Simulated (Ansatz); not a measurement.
Given:

```
ZnS
1.0
    0.00000     2.70138     2.70138
    2.70138     0.00000     2.70138
    2.70138     2.70138     0.00000
Zn S
1 1
Direct
  0.00000   0.00000   0.00000
  0.75000   0.75000   0.75000
```

No spin polarisation.

Calculations: Ansatz (an electronic-structure program) LDA, no spin-orbit coupling. k-mesh 11×11×11 (Γ-centred); smearing 0.05 eV (Fermi–Dirac).

Task: Predict the band gap.

Result: 1.86 eV.

Task: Estimate the electron mass.

Result: 0.15 mₑ (at Γ).

Task: What width of the top valence band does the calculation give?

Result: 2.77 eV.

The cells carry an imposed strain or load. Effective masses come from finite differences of ±0.01 Å⁻¹. Stability against distortions was not tested. The cell was made from ZnS in the zinc blende structure (space group F-43m, No. 216) by this change: isotropic strain +2.00 %.
